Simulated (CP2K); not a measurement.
A self-consistent single point of InAsF₆ (P1, 8 atoms in the cell) with CP2K.

Method of the run: LDA (Pade form), GPW, DZVP-MOLOPT-SR-GTH basis, GTH-PADE potentials (GTH_POTENTIALS) run with CP2K.

```
CELL_PARAMETERS angstrom
      5.12971     0.00000     0.00000
     -0.55770     5.09930     0.00000
     -0.55770    -0.62202     5.06122
ATOMIC_POSITIONS crystal
  In 0.00060 0.99774 0.00054
  As 0.49785 0.49884 0.50276
  F  0.29755 0.57855 0.22703
  F  0.70477 0.42076 0.77695
  F  0.21661 0.30106 0.57623
  F  0.78043 0.70410 0.42028
  F  0.58235 0.22436 0.29503
  F  0.41984 0.77460 0.70117
```

Reference input (self-consistent single point, DFT LDA (Pade form), GPW, DZVP-MOLOPT-SR-GTH basis, GTH-PADE potentials (GTH_POTENTIALS)): CUTOFF = 550 Ry; REL_CUTOFF = 40 Ry; SMEAR/METHOD = FERMI_DIRAC; ELECTRONIC_TEMPERATURE = 232.09 K; KPOINTS/SCHEME = MONKHORST-PACK 3 3 3; XC_FUNCTIONAL = PADE; In/BASIS_SET = DZVP-MOLOPT-SR-GTH; In/POTENTIAL = GTH-PADE-q13; As/BASIS_SET = DZVP-MOLOPT-SR-GTH; As/POTENTIAL = GTH-PADE-q5; F/BASIS_SET = DZVP-MOLOPT-SR-GTH; F/POTENTIAL = GTH-PADE-q7. This run's input differs from it in these lines:

```diff
@@ -40,3 +40,3 @@
     &KPOINTS
-      SCHEME MONKHORST-PACK 3 3 3
+      SCHEME MONKHORST-PACK 5 5 5
     &END KPOINTS
```

Log, with long lists cut:

```
 SCF WAVEFUNCTION OPTIMIZATION

  Step     Update method      Time    Convergence         Total energy    Change
     1 NoMix/Diag. 0.30E+00      -     0.91334974      -208.1239369178 -2.08E+02
     2 Broy./Diag. 0.30E+00      -     0.13149978      -203.2625890032  4.86E+00
     3 Broy./Diag. 0.30E+00      -     0.21288448      -206.9714074233 -3.71E+00
     4 Broy./Diag. 0.30E+00      -     0.09828895      -208.7256406949 -1.75E+00
     5 Broy./Diag. 0.30E+00      -     0.04707207      -208.0564247549  6.69E-01
     6 Broy./Diag. 0.30E+00      -     0.01520516      -208.1540960219 -9.77E-02
   [... 16 lines left out ...]
    23 Broy./Diag. 0.30E+00      -     0.00000063      -208.0759131842 -3.16E-06
    24 Broy./Diag. 0.30E+00      -     0.00000039      -208.0759153741 -2.19E-06
    25 Broy./Diag. 0.30E+00      -     0.00000033      -208.0759139954  1.38E-06
    26 Broy./Diag. 0.30E+00      -     0.00000010      -208.0759114815  2.51E-06
  *** SCF run converged in    26 steps ***

  Overlap energy of the core charge distribution:               0.00000016418734
  Self energy of the core charge distribution:               -483.03960775214608
  Core Hamiltonian energy:                                    138.17757579496177
  Hartree energy:                                             172.98129476221365
  Exchange-correlation energy:                                -36.19517445071240
  Electronic entropic energy:                                  -0.00000000000000
  Fermi energy:                                                 0.07127724079350

  Total energy:                                              -208.07591148149572
  Total energy (extrapolated to T->0):                       -208.07591148149572

                     Mulliken Population Analysis

   [... lines left out ...]

 STRESS| Analytical stress tensor [bar]
 STRESS|                        x                   y                   z
 STRESS|      x       -5.77108500696E+04  -7.72321719903E+03  -4.17984261268E+02
 STRESS|      y       -7.72321719903E+03  -4.60985416490E+04  -4.69559917520E+03
 STRESS|      z       -4.17984261268E+02  -4.69559917520E+03  -4.64437768189E+04
 STRESS| 1/3 Trace                                            -5.00843895125E+04
```

The run converged in 26 iterations. Against the reference run the free energy is nearly the same (within 1 meV/atom), the pressure stays at -5.01 GPa, the largest force stays at 0.913 eV/Å and the gap on the mesh goes from 3.497 to 3.322 eV.

The starting cell comes from a database of computed structures (which also holds hypothetical and non-ambient phases and stackings), without a prior relaxation at this level. Its atoms were displaced at random from the sites of space group no. 148. Values carry the incompleteness of an atom-centred basis. With a pressure of about -5 GPa the cell is away from its equilibrium volume at this level.

Cost on one core of a shared machine: roughly 50 s.
